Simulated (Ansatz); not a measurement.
Take PbZrO$_{3}$ in the cubic perovskite structure (space group Pm-3m, No. 221; a = 4.141 Å; a cell from a computed database, its experimental status unchecked) as the base. Axes: x, y, z lie along the cube axes.

It is then changed as follows: strain tensor (xx, yy, zz, yz, xz, xy) = (−0.21, +0.29, +0.48, −0.24, +0.14, +0.18) %, atoms relaxed at fixed cell.

Levels (all Ansatz, a quantum-chemistry and plane-wave program, PAW): PBEsol (420 eV, spin-orbit coupling left out); PBEsol+SOC (420 eV, with spin-orbit coupling).

The geometry is relaxed with PBEsol.

* **PBEsol lowest conduction level above the VBM at special points**: X 2.29 eV; Z 2.32 eV; Y 2.33 eV; Γ 3.66 eV
* **PBEsol pressure**: -0.93 GPa
* **PBEsol width of the top valence band**: 0.84 eV

**Question.** What does PBEsol+SOC give at this geometry for the lowest conduction level above the VBM at special points, pressure and width of the top valence band?

**Answer.** The lowest conduction level above the VBM at special points goes from X 2.29 eV; Z 2.32 eV; Y 2.33 eV; Γ 3.66 eV to X 1.97 eV; Z 2.00 eV; Y 2.01 eV; Γ 3.64 eV; the pressure hardly moves (-0.93 GPa against -0.94 GPa); the width of the top valence band hardly moves (0.84 eV against 0.83 eV).

Single points use the geometry relaxed with PBEsol. Differences between runs with and without spin-orbit coupling are approximate. With Pb present, leaving out spin-orbit coupling can change the band edges. The levels and masses belong to the bands next to the band gap. Stability against distortions was not tested. Many cubic perovskites are stable only at high temperature; tilts and polar distortions were not tested. k-point labels follow each cell's own Brillouin zone.
